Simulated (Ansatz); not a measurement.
# MgB2: response to strain

Start from MgB₂ (space group P6/mmm, No. 191; relaxed with 0.1 eV smearing).

```
MgB2
1.0
    3.07530     0.00000     0.00000
   -1.53765     2.66329     0.00000
    0.00000     0.00000     3.52482
Mg B
1 2
Direct
  0.00000   0.00000   0.00000
  0.66667   0.33333   0.50000
  0.33333   0.66667   0.50000
```

Strains are applied to the cell and any free atomic positions relax.

Method: plane-wave PAW DFT at the PBE level (Ansatz, a first-principles code, 420 eV), no SOC.

Candidates:
(a) isotropic strain −2.50 %
(b) isotropic strain +3.00 %
(c) isotropic strain −0.50 %

Notes on the quantities. energy relative to the base: free energy F.

Question: Order them by energy relative to the base, highest first.

Answer: (b) isotropic strain +3.00 % (+34 meV/atom), (a) isotropic strain −2.50 % (+27 meV/atom), (c) isotropic strain −0.50 % (+1.0 meV/atom)

Stability against distortions was not tested. The final runs are not spin-polarised.
